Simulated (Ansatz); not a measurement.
Consider GaN in the zinc blende structure (space group F-43m, No. 216).

```
CELL_PARAMETERS angstrom
      0.00000     2.24896     2.24896
      2.24896     0.00000     2.24896
      2.24896     2.24896     0.00000
ATOMIC_POSITIONS crystal
  N  0.75000 0.75000 0.75000
  Ga 0.00000 0.00000 0.00000
```

Cartesian axes are those of the cell as printed.

Computed with r2SCAN/PAW in Ansatz (a quantum-chemistry and plane-wave program), without spin-orbit coupling.

Before the change:

The valence-band top at Γ is 0.00, 0.00, 0.00 eV and the band gap is 2.17 eV.

Modification: uniaxial stress, 0.5 GPa tension along x; all other stress components relax to zero.

### Question
Predict the new valence-band top at Γ and band gap.

### Answer
The valence-band top at Γ (three highest levels, from the VBM) changes from 0.00, 0.00, 0.00 eV to 0.00, 0.00, -0.02 eV; the band gap decreases by 0.01 eV to 2.16 eV.

Load acts through the strain it causes; cell and atoms are relaxed under it. Beyond what the load breaks, stability against distortions was not tested. This is not the structure that GaN has at room temperature and ambient pressure.
